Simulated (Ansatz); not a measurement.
**Competing hops of interstitial H in 2H silicon carbide, charge state -1**

Defect migration in 2H silicon carbide: interstitial H, charge state -1. Level of theory: PBE, PAW (plane waves to 420 eV; Ansatz, a quantum-chemistry and plane-wave program).

Settings: 72 host sites, the relaxed PBE lattice, the Γ point alone, smearing 0.01 eV, spin-restricted, no image-charge correction. No zero-point or tunnelling terms. The host's phase is taken as given; its stability against other phases was not computed. The charge state is imposed; whether it is stable for some Fermi level was not computed. Sites that were not tried may lie lower.

Barriers: single points on a 2×2×2 k-point mesh shifted by half a step along c at the bands' geometries (they differ from the bands' own by up to 0.19 eV, and are uncertain by about as much).

| Route | Start site over the lowest site run (eV) | Hop (Å) | Forward barrier (eV) | Backward barrier (eV) | Neighbours at the start | Neighbours at the saddle | Saddle order | Forward, on the band's own sampling (eV) |
|---|---|---|---|---|---|---|---|---|
| a direct jump of one H atom | 0.00 | 2.53 | 2.47 | 2.47 | 3 C at 2.21, 3 C at 2.25; 3 Si at 1.80 Å | 3 C at 1.89; Si at 1.83, 2 Si at 1.85 Å | not checked, on a symmetry element | 2.28 |

Paths come from CI-NEB runs.  A band can be held on a symmetry element, so unchecked saddle points there may be too high. A further band (a concerted move, in which H travels most, 2.17 Å) gave 0.79 eV forward on its own sampling, 2.26 eV above the lowest site run, but at one of its points the charge lies in the host's bands or the defect's levels are part-filled, so it is not taken as a result. A further band (a concerted move, in which H travels most, 1.38 Å) gave 0.79 eV forward on its own sampling, 2.26 eV above the lowest site run, but at one of its points the charge lies in the host's bands or the defect's levels are part-filled, so it is not taken as a result.

The whole set of runs took around 0.6 core-hours (rough).
